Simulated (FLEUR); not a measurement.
## FLEUR run on Be3N2 (R3m, 5 atoms in the cell): self-consistent single point

Level of theory: LDA (Perdew-Zunger), all-electron FLAPW (FLEUR), scalar-relativistic valence.

The input file:

Input of the input generator:

```
scf Be3N2
&input film=f /
2.6830429294 1.5490555575 9.1958173930
-2.6830429294 1.5490555575 9.1958173930
-0.0000000000 -3.0981111151 9.1958173930
1.0
1.0 1.0 1.0

5
4 0.8589970000 0.8589970000 0.8589970000
4 0.3176900000 0.3176900000 0.3176900000
4 0.0888100000 0.0888100000 0.0888100000
7 0.2041600000 0.2041600000 0.2041600000
7 0.7084370000 0.7084370000 0.7084370000

&comp jspins=1 /
&exco xctyp='pz' /
&kpt div1=9 div2=9 div3=9 /
&end /
```

```xml
<?xml version="1.0" encoding="UTF-8" standalone="no"?>
<fleurInput fleurInputVersion="0.39">
   <comment>
      scf Be3N2                                                                                           
   </comment>
   <calculationSetup>
      <cutoffs Kmax="4.1" Gmax="16.4" GmaxXC="16.4" numbands="0"/>
      <scfLoop itmax="100" minDistance="0.00001" maxIterBroyd="40" imix="Anderson" alpha="0.05" precondParam="0.0" spinf="2.0"/>
      <coreElectrons ctail="T" frcor="F" kcrel="0" coretail_lmax="0"/>
      <xcFunctional name="pz" relativisticCorrections="F"/>
      <magnetism jspins="1"/>
      <soc l_soc="F" theta="0.0" phi="0.0" spav="F"/>
      <expertModes spex="0" secvar="F"/>
      <geometryOptimization l_f="T" forcealpha="1.0" forcemix="BFGS" epsdisp="0.00001" epsforce="0.00001"/>
      <ldaU l_linMix="F" mixParam="0.05" spinf="1.0"/>
   </calculationSetup>
   <cell>
      <bzIntegration valenceElectrons="16.0" mode="hist" fermiSmearingEnergy="0.0001">
         <kPointListSelection listName="default-1"/>
         <!-- k-points included here -->
         <xi:include xmlns:xi="http://www.w3.org/2001/XInclude" href="kpts.xml"> </xi:include>
      </bzIntegration>
      <!-- symmetry operations included here -->
      <xi:include xmlns:xi="http://www.w3.org/2001/XInclude" href="sym.xml"> </xi:include>
      <bulkLattice scale="1.0">
         <bravaisMatrix>
            <row-1>    2.6830429294000000     1.5490555575000000     9.1958173930000005</row-1>
            <row-2>   -2.6830429294000000     1.5490555575000000     9.1958173930000005</row-2>
            <row-3>    0.0000000000000000    -3.0981111151000000     9.1958173930000005</row-3>
         </bravaisMatrix>
      </bulkLattice>
   </cell>
   <atomSpecies>
      <species name="Beryllium (Be)" element="Be" atomicNumber="4">
         <mtSphere radius="1.45" gridPoints="503" logIncrement="0.02"/>
         <atomicCutoffs lmax="6" lnonsphr="4"/>
         <electronConfig flipSpins="F">
            <coreConfig>(1s1/2)</coreConfig>
            <valenceConfig>(2s1/2)</valenceConfig>
         </electronConfig>
         <energyParameters s="2" p="2" d="3" f="4"/>
      </species>
      <species name="Nitrogen (N)" element="N" atomicNumber="7">
         <mtSphere radius="1.45" gridPoints="503" logIncrement="0.021"/>
         <atomicCutoffs lmax="6" lnonsphr="4"/>
         <electronConfig flipSpins="F">
            <coreConfig>(1s1/2)</coreConfig>
            <valenceConfig>(2s1/2) (2p1/2) (2p3/2)</valenceConfig>
            <stateOccupation state="(2p1/2)" spinUp="0.5" spinDown="0.5"/>
            <stateOccupation state="(2p3/2)" spinUp="1.0" spinDown="1.0"/>
         </electronConfig>
         <energyParameters s="2" p="2" d="3" f="4"/>
      </species>
   </atomSpecies>
   <atomGroups>
      <atomGroup species="Beryllium (Be)">
         <relPos label="                   1">-.1410030000 -.1410030000 -.1410030000</relPos>
         <force calculate="T" relaxXYZ="TTT"/>
      </atomGroup>
      <atomGroup species="Beryllium (Be)">
         <relPos label="                   2">.3176900000 .3176900000 .3176900000</relPos>
         <force calculate="T" relaxXYZ="TTT"/>
      </atomGroup>
      <atomGroup species="Beryllium (Be)">
         <relPos label="                   3">.0888100000 .0888100000 .0888100000</relPos>
         <force calculate="T" relaxXYZ="TTT"/>
      </atomGroup>
      <atomGroup species="Nitrogen (N)">
         <relPos label="                   4">.2041600000 .2041600000 .2041600000</relPos>
         <force calculate="T" relaxXYZ="TTT"/>
      </atomGroup>
      <atomGroup species="Nitrogen (N)">
         <relPos label="                   5">-.2915630000 -.2915630000 -.2915630000</relPos>
         <force calculate="T" relaxXYZ="TTT"/>
      </atomGroup>
   </atomGroups>
   <output dos="F" band="F" slice="F">
      <checks vchk="F" cdinf="F"/>
      <bandDOS minEnergy="-.5*Htr" maxEnergy="0.5*Htr" sigma="0.015" storeEVData="T"/>
      <vacuumDOS vacdos="F" integ="F" star="F" nstars="0" locx1="0.0" locy1="0.0" locx2="0.0" locy2="0.0" nstm="0" tworkf="0.0"/>
      <unfoldingBand unfoldBand="F" supercellX="1" supercellY="1" supercellZ="1"/>
      <plotting iplot="0" polar="F">
         <plot TwoD="T" vec1="  1.0  0.0  0.0" vec2="  0.0  1.0  0.0" vec3="  0.0  0.0  1.0" zero="  0.0  0.0  0.0" file="plot"/>
      </plotting>
      <chargeDensitySlicing numkpt="0" minEigenval="0.0" maxEigenval="0.0" nnne="0" pallst="F"/>
      <specialOutput eonly="F"/>
      <magneticCircularDichroism mcd="F" energyLo="-10.0" energyUp="0.0"/>
   </output>
  <!-- We include the file relax.xml here to enable relaxations (see documentation) -->
  <xi:include xmlns:xi="http://www.w3.org/2001/XInclude" href="relax.xml"> <xi:fallback/> </xi:include>
</fleurInput>
```

The program printed (abridged):

```
      Welcome to FLEUR        (www.flapw.de)
      MaX-Release 8.1          (www.max-centre.eu)

 ========== k-point set info ==========
 Selected k-point list: default-1
 k-point list type: mesh
 9 x 9 x 9
 Number of k points: 85

 ------------Calculation Setup---------------------------
           1           5          17          85
 Number of basis functions:          279
 Iteration:     1   Distance:      25.14751925 me/bohr^3
 Iteration:     2   Distance:      22.27687867 me/bohr^3
 Iteration:     3   Distance:       9.16072565 me/bohr^3
 Iteration:     4   Distance:       4.62658996 me/bohr^3
 Iteration:     5   Distance:       0.85011699 me/bohr^3
 Iteration:     6   Distance:       0.39922024 me/bohr^3
   [... 5 lines left out ...]
 Iteration:    12   Distance:       0.00443691 me/bohr^3
 Iteration:    13   Distance:       0.00030896 me/bohr^3
 Iteration:    14   Distance:       0.00002880 me/bohr^3
 Iteration:    15   Distance:       0.00002394 me/bohr^3
 Iteration:    16   Distance:       0.00000294 me/bohr^3
 Reset of history

 Run finished successfully
 Stop message:
   Structural relaxation: new displacements generated

[file out, last iteration]
             iter=     17
          p o t e n t i a l   g e n e r a t o r
[...]
          integral of pseudo charge density inside the slab=        0.000000   0.000000
     coulomb potential in the interstitial region:
          density-coulomb potential integrals
          total density-coulomb potenti     -196.2777245789
          density-effective potential integrals for spin  1
          total density-effective poten   -2.2435787190E+02
          charge density-energy density integrals
          total charge density-energy d   -2.1335504228E+01
 Updated energy parameters for spin:           1
  Atom    1 2s branch from -3.21 to  4.12 htr. ; e_l = -0.0246
  Atom    1 2p branch from -9.99 to  2.86 htr. ; e_l =  0.0968
  Atom    1 3d branch from -9.99 to  6.53 htr. ; e_l =  0.2872
  Atom    1 4f branch from -9.99 to 10.49 htr. ; e_l =  0.4470
  Atom    2 2s branch from -3.27 to  4.08 htr. ; e_l = -0.0391
  Atom    2 2p branch from -9.99 to  2.82 htr. ; e_l =  0.0826
  Atom    2 3d branch from -9.99 to  6.49 htr. ; e_l =  0.2737
  Atom    2 4f branch from -9.99 to 10.45 htr. ; e_l =  0.4334
  Atom    3 2s branch from -3.26 to  4.08 htr. ; e_l = -0.0534
  Atom    3 2p branch from -9.99 to  2.82 htr. ; e_l =  0.0681
  Atom    3 3d branch from -9.99 to  6.49 htr. ; e_l =  0.2588
  Atom    3 4f branch from -9.99 to 10.45 htr. ; e_l =  0.4185
  Atom    4 2s branch from-13.37 to  1.37 htr. ; e_l = -0.3375
  Atom    4 2p branch from -9.99 to  1.48 htr. ; e_l = -0.0425
  Atom    4 3d branch from -9.99 to  5.79 htr. ; e_l =  0.1918
  Atom    4 4f branch from -9.99 to  9.94 htr. ; e_l =  0.3519
  Atom    5 2s branch from-13.42 to  1.34 htr. ; e_l = -0.3467
  Atom    5 2p branch from -9.99 to  1.45 htr. ; e_l = -0.0466
  Atom    5 3d branch from -9.99 to  5.77 htr. ; e_l =  0.1914
  Atom    5 4f branch from -9.99 to  9.92 htr. ; e_l =  0.3515
[...]
 fermi energy and band-weighting factors:
at   0.44444   0.44444   0.44444   k-weight:    0.002743
   13 eigenvalues :
   -0.325489   -0.290452    0.055970    0.134871    0.220018    0.220018    0.244882    0.244882
    0.513160    0.579399    0.585271    0.585271    0.626834
   [... 2 blocks of this kind left out ...]

[...]
FERMIE:
          first approx. to ef    (T=0)  :   0.257171 htr   (energy of the highest occ. eigenvalue)
          number of occ. states  (T=0)  :        680
          first approx. to seigv (T=0)  :   0.496347 htr
          sum of weights of occ. states :   8.000000
          sum of semicore charge        :   0.000000 e
FERHIS:  Fermi-Energy by histogram:
          bandgap                     :   0.106546 htr
          charge neutrality (T=0)     :   0.000000    (zero if the highest occ. eigenvalue is "entirely" occupied)
          no eigenvalues within 8 tkb of ef reverts to the t=0 k method.
          number of occ. states       :       680
          sum of the valence weights  :    8.000000
          entropy         :   0.000000 *kb htr/K =   0.00000 htr/K
          sum of val. single particle energies:         0.4963471634 htr
 Direct bandgap for spin            1 :   0.14887050825587436       Htr
 at k-point            5  with k-vector    0.0000000000000000      -0.44444444444444442      -0.44444444444444442
          valence density: spin= 1
[...]
     l-like charge
     atom     s        p        d        f        total
 -->  1    0.16362  0.34242  0.03090  0.00357    0.54125
 -->  2    0.13629  0.29055  0.02596  0.00271    0.45590
 -->  3    0.14225  0.32156  0.03095  0.00309    0.49826
 -->  4    1.11212  2.50468  0.00589  0.00065    3.62351
 -->  5    1.10752  2.40381  0.00506  0.00062    3.51708
          total charge for spin  1=   16.000000
          interst. charge =       7.364000
          mt charge=              0.541251    0.455902    0.498258    3.623510
          mt charge=              3.517078
          total charge  =   16.000000
          z=  4.     r(1)=  0.632487E-04     dx= 0.020000     m.t.index= 503
               n    l     j    energy       weight
               1.   0.   0.5   -3.2619      2.0000
          atom type    1  (spin 1)
          kinetic energy=  0.131384493403E+02     sum of the eigenvalues= -0.652372128815E+01
          0.00761718  electrons lost from core.
   [... 4 blocks of this kind left out ...]

          total charge for spin  1=   26.000000
          interst. charge =       7.386279
          mt charge=              2.533632    2.448503    2.490743    5.623725
          mt charge=              5.517118
          total charge  =   26.000000
          zc=    26.000000     qfix=    1.000000
     t o t a l  e n e r g y
          sum of eigenvalues =               -72.8570737122
          density-coulomb potential int     -196.2777245789
          density-effective potential i     -224.3578719032
          charge density-ex.-corr.energ      -21.3355042280
          el.-nucl. inter. diff. m.t.         15.7037935544
          Madelung term for atom type:        -2.1046988917
          el.-nucl. inter. diff. m.t.         15.5253549575
          Madelung term for atom type:        -2.1591827547
          el.-nucl. inter. diff. m.t.         15.6055054187
          Madelung term for atom type:        -2.0957012687
          el.-nucl. inter. diff. m.t.         62.1631800768
          Madelung term for atom type:        -3.7285221379
          el.-nucl. inter. diff. m.t.         61.7677447398
          Madelung term for atom type:        -3.9583918467
 ---->    total energy=                     -152.7856439733 htr
 ---->    (input%tkb*entropy) TS=              0.0000000000 htr
 ---->    free energy=                      -152.7856439733 htr
      extrapolation for T->0
 ---->    total electron energy=            -152.7856439733 htr
 ***** TOTAL FORCES ON ATOMS *****
 TOTAL FORCE FOR ATOM TYPE=  1  X=  0.000   Y=  0.000   Z= -3.890
                       FX_TOT= 0.000000 FY_TOT= 0.000000 FZ_TOT= 0.000345
 TOTAL FORCE FOR ATOM TYPE=  2  X=  0.000   Y=  0.000   Z=  8.764
                       FX_TOT= 0.000000 FY_TOT= 0.000000 FZ_TOT=-0.000778
 TOTAL FORCE FOR ATOM TYPE=  3  X=  0.000   Y=  0.000   Z=  2.450
                       FX_TOT= 0.000000 FY_TOT= 0.000000 FZ_TOT= 0.000741
 TOTAL FORCE FOR ATOM TYPE=  4  X=  0.000   Y=  0.000   Z=  5.632
                       FX_TOT= 0.000000 FY_TOT= 0.000000 FZ_TOT=-0.000622
 TOTAL FORCE FOR ATOM TYPE=  5  X=  0.000   Y=  0.000   Z= -8.043
                       FX_TOT= 0.000000 FY_TOT= 0.000000 FZ_TOT= 0.000263
```

The run converged in 16 iterations. FLEUR gives forces in its relaxation mode, with a further iteration, so its stop message speaks of a relaxation.

The starting cell comes from a database of computed structures (which also holds hypothetical and non-ambient phases and stackings), without a prior relaxation at this level. Values depend on the basis (sphere radii, cutoffs, local orbitals), which need not be converged.

Cost on one core of a shared machine: roughly 70 s.
